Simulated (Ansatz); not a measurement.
# Ba2TaBiO6 under a change: pressure −1 GPa

The parent structure is Ba₂TaBiO₆ (space group C2/m, No. 12; a = 10.3873 Å, b = 6.0086 Å, c = 6.0860 Å, α = γ = 90.00°, β = 125.20°; a cell from a computed database, its experimental status unchecked).

One thing is altered: hydrostatic tension (pressure −1 GPa).

Calculations: PBEsol (Ansatz, a first-principles code), no SOC. Γ-centred 7×7×7 mesh, Fermi–Dirac width 0.05 eV.

The volume per atom increases by 0.12 Å³ (15.52 Å³ → 15.64 Å³) and the density drops by 0.06 g/cm³ to 8.08 g/cm³. The shortest interatomic distance grows by 0.0029 Å, from 1.994 Å to 1.996 Å and the band gap increases by 0.028 eV (2.37 eV → 2.39 eV). The gap character stays indirect, V₂ → M₂ and the smallest direct gap rises by 0.028 eV, from 2.44 eV to 2.46 eV. The width of the top valence band falls by 0.05 eV (1.37 eV → 1.32 eV).

Final structure:

```yaml
crystal:
  lattice:
    - [5.20721, -3.01299, 0.00245]
    - [5.20721, 3.01299, 0.00245]
    - [-3.51528, 0.00000, 4.98172]
  atoms:
    - { symbol: Ba, position: [0.24849, 0.24849, 0.24161] }
    - { symbol: Ba, position: [0.75151, 0.75151, 0.75839] }
    - { symbol: Ta, position: [0.50000, 0.50000, 0.00000] }
    - { symbol: Bi, position: [0.00000, 0.00000, 0.50000] }
    - { symbol: O, position: [0.69304, 0.22750, 0.18721] }
    - { symbol: O, position: [0.30696, 0.77250, 0.81279] }
    - { symbol: O, position: [0.77250, 0.30696, 0.81279] }
    - { symbol: O, position: [0.22750, 0.69304, 0.18721] }
    - { symbol: O, position: [0.27172, 0.27172, 0.70005] }
    - { symbol: O, position: [0.72828, 0.72828, 0.29995] }
```

With Bi and Ta present, leaving out spin-orbit coupling can change the band edges. Load acts through the strain it causes; cell and atoms are relaxed under it. Stability against distortions was not tested.
